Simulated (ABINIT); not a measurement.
A self-consistent single point of Mg3Sn (I4/mmm, 4 atoms in the cell) with ABINIT.

Method of the run: PBEsol, PAW (JTH v2.0 PBE PAW, files made for PBE) (plane waves; ABINIT).

```xyz
4
Lattice="-2.2315 2.2315 4.4998 2.2315 -2.2315 4.4998 2.2315 2.2315 -4.4998" Properties=species:S:1:pos:R:3 pbc="T T T"
Mg     0.0000     0.0000     4.4998
Mg     2.2315     0.0000     2.2499
Mg     0.0000     2.2315     2.2499
Sn     0.0000     0.0000     0.0000
```

Reference input (self-consistent single point, DFT, PBEsol, plane waves, PAW (JTH v2.0 PBE PAW, files made for PBE)): pseudos = [Mg.GGA_PBE-JTH.xml, Sn.GGA_PBE-JTH.xml]; ecut = 544 eV; pawecutdg = 1088 eV; pawxcdev = 0; ixc = -116133; occopt = 7; tsmear = 0.00999582 Ha; ngkpt = 8 8 8; nshiftk = 1; shiftk = 0 0 0; potentials = JTH v2.0 PBE PAW; nband = 29. This run's input differs from it in these lines:

```diff
@@ -25,3 +25,3 @@
 kptopt 1
-ngkpt 8 8 8
+ngkpt 6 6 6
 nshiftk 1
```

Output, abridged:

```
--- !BeginCycle
solver: {iscf: 17, nstep: 100, nline: 4, wfoptalg: 10, }
tolerances: {tolvrs: 1.00E-11, }
...

     iter   Etot(hartree)      deltaE(h)  residm     nres2
 ETOT  1  -258.15969117610    -2.582E+02 3.381E+00 3.101E+00
 ETOT  2  -260.05643867392    -1.897E+00 2.479E-02 1.251E+00
 ETOT  3  -260.05150086121     4.938E-03 9.071E-03 2.462E-01
 ETOT  4  -260.05056369973     9.372E-04 9.460E-03 8.462E-03
 ETOT  5  -260.05056331395     3.858E-07 3.713E-03 1.277E-03
   [... 5 lines left out ...]
 ETOT 11  -260.05055703886     8.868E-12 4.381E-05 2.140E-09
 ETOT 12  -260.05055703886     4.377E-12 3.846E-05 2.915E-10
 ETOT 13  -260.05055703886     1.251E-12 4.207E-05 2.288E-11
 ETOT 14  -260.05055703886    -3.240E-12 3.530E-05 1.675E-12
 At SCF step   14       nres2   =  1.67E-12 < tolvrs=  1.00E-11 =>converged.

 Cartesian components of stress tensor (hartree/bohr^3)
  sigma(1 1)=  1.25263228E-05  sigma(3 2)=  0.00000000E+00
  sigma(2 2)=  1.25263228E-05  sigma(3 1)=  0.00000000E+00
  sigma(3 3)=  1.12601635E-05  sigma(2 1)=  0.00000000E+00

 ----iterations are completed or convergence reached----

 reduced coordinates (array xred) for    4 atoms
       0.500000000000      0.500000000000      0.000000000000
       0.250000000000      0.750000000000      0.500000000000
       0.750000000000      0.250000000000      0.500000000000
       0.000000000000      0.000000000000      0.000000000000
 cartesian forces (eV/Angstrom) at end:
    1      0.00000000000000     0.00000000000000    -0.00000000000000
   [... lines left out ...]
 Fermi (or HOMO) energy (hartree) =   0.20143   Average Vxc (hartree)=  -0.33663
   [... lines left out ...]
'-kT*entropy'       : -2.31287380091853E-03
total_energy        : -2.60050557271466E+02
total_energy_eV     : -7.07633553692079E+03
...

-Cartesian components of stress tensor (GPa)         [Pressure= -3.5612E-01 GPa]
- sigma(1 1)=  3.68537077E-01  sigma(3 2)=  0.00000000E+00
- sigma(2 2)=  3.68537077E-01  sigma(3 1)=  0.00000000E+00
- sigma(3 3)=  3.31285392E-01  sigma(2 1)=  0.00000000E+00

 Calculation completed.
```

The run converged in 14 iterations. Against the reference run the free energy goes up by 5.9 meV/atom and the pressure hardly changes (-0.41 to -0.36 GPa).

The starting cell comes from a database of computed structures (which also holds hypothetical and non-ambient phases and stackings), without a prior relaxation at this level. The potentials were made for another functional than the one used.

Cost on one core of a shared machine: roughly 2 min.
